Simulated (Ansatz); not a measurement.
**A computed series for MoS2: response to strain**

Consider MoS2 (space group P6_3/mmc, No. 194; a = 3.1493 Å, c = 12.0895 Å; layered, stacked along the Cartesian z axis).

Strains are applied to the cell and any free atomic positions relax.

The values are results of PBE-D3(BJ), PAW, 420 eV (Ansatz, a program for electronic structure; no SOC), not measurements.

Notes on the quantities. energy relative to the base: free energy F.

```json
[
 {"variant": "base", "smallest direct gap": "1.70 eV", "width of the top valence band": "1.69 eV", "band gap": "0.77 eV", "energy relative to the base": "0 meV/atom", "hole mass": "1.0 mₑ along c, 0.61 mₑ across (at Γ)"},
 {"variant": "isotropic strain −3.00 %", "smallest direct gap": "1.83 eV", "width of the top valence band": "1.78 eV", "band gap": "0.55 eV", "energy relative to the base": "+36 meV/atom", "hole mass": "1.0 mₑ along c, 0.60 mₑ across (at Γ)"},
 {"variant": "isotropic strain −2.40 %", "smallest direct gap": "1.93 eV", "width of the top valence band": "1.77 eV", "band gap": "0.61 eV", "energy relative to the base": "+23 meV/atom", "hole mass": "1.0 mₑ along c, 0.60 mₑ across (at Γ)"},
 {"variant": "isotropic strain −1.80 %", "smallest direct gap": "___", "width of the top valence band": "___", "band gap": "___", "energy relative to the base": "___", "hole mass": "1.0 mₑ along c, 0.61 mₑ across (at Γ)"},
 {"variant": "isotropic strain −1.20 %", "smallest direct gap": "1.82 eV", "width of the top valence band": "1.73 eV", "band gap": "0.70 eV", "energy relative to the base": "+5.5 meV/atom", "hole mass": "1.0 mₑ along c, 0.61 mₑ across (at Γ)"},
 {"variant": "isotropic strain −0.60 %", "smallest direct gap": "1.76 eV", "width of the top valence band": "1.71 eV", "band gap": "0.74 eV", "energy relative to the base": "+1.3 meV/atom", "hole mass": "1.0 mₑ along c, 0.61 mₑ across (at Γ)"}
]
```

### Question
Complete the table.

### Answer

- isotropic strain −1.80 %, smallest direct gap: 1.89 eV
- isotropic strain −1.80 %, width of the top valence band: 1.75 eV
- isotropic strain −1.80 %, band gap: 0.65 eV
- isotropic strain −1.80 %, energy relative to the base: +13 meV/atom

Effective masses come from finite differences of ±0.01 Å⁻¹. Stability against distortions was not tested.
